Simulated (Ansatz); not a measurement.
# SiC: band gap against strain

SiC (wurtzite, P6_3mc, 10.145 Å³/atom at rest, c along z) under a strain ε along a direction in the basal plane (axis x), the other axes held. LDA in Ansatz, a plane-wave DFT program (PAW, default set), 420 eV, 12×12×7 Γ-centred mesh, Fermi-Dirac smearing 0.05 eV; ions are relaxed within the symmetry of each cell. Gaps are the smallest over the k-mesh and a band path, without spin-orbit coupling; in all rows the valence edge lies at Γ and the conduction edge at about 1.4 Å⁻¹ from Γ.

Here s stands for strain and Eg for gap.

```csv
strain (%),gap (eV)
-3.00,?
-1.80,1.94
-1.20,2.00
-0.60,2.07
0.00,2.13
```

Taking a straight line for Eg over the 4 complete rows: Means: s -0.90000, Eg 2.035. About the means, the sum of products is 0.19200 and the sum of squares of s is 1.8000; the slope is their ratio. Least squares gives Eg = 2.131 + 0.1067·s. Residuals (row less fit): 0.001, -0.003, 0.003, -0.001; standard error 0.003 (degrees of freedom: 2). Over these rows the gap moves by 11 ± 0.2 eV per unit strain.

Question: Predict the withheld Eg at s = -3.00 from the fit, and compare with the calculation.

Answer: Eg = 2.131 + 0.1067 × (-3.0) = 1.811 eV. The calculation gives 1.79 eV, 0.021 eV below the prediction (6.2 % of the range of Eg in the table). The row lies outside the fitted rows, so this is an extrapolation. The fitted rows scatter only by rounding.

SiC is here the rare 2H polytype. Rows are the converged runs of the series near zero and its far end; series whose fitted rows scatter by over a few per cent of the range, as at a crossing or softening among them, aren't shown in this form. Most that stay on the fit to the last digits aren't either.
